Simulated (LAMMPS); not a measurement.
MD of ZnSe (zinc blende) at zero pressure, 4096 atoms, as a liquid; each row is its own run.

All values are model results, not measurements: classical MD, pair style sw, file CdTeZnSeHgS0.sw (LAMMPS).

```
T (K)  viscosity (mPa s)
-----  -----------------
1800                2.77
2250                1.37
2520               0.784
2880               0.629
```

Question: Fit an Arrhenius law, ln y = a + b / x, to these rows (x is the first column, y the second) and predict the run at x = 2340.

Answer: Least squares gives a = -3.0547 and b = 7365. The slope times kB gives an activation energy of 0.63 eV. At x = 2340 the fit predicts 1.10 mPa s. The run itself gave 1.27 ± 0.09 mPa s, so the fit is 13 % low.

Caution: the real compound melts congruently only under the pressure of its own vapour and loses its more volatile element when open.

Caution (row 1800): this liquid lies under the melting point of about 2190 K that CdTeZnSeHgS0.sw gives, so it is undercooled.
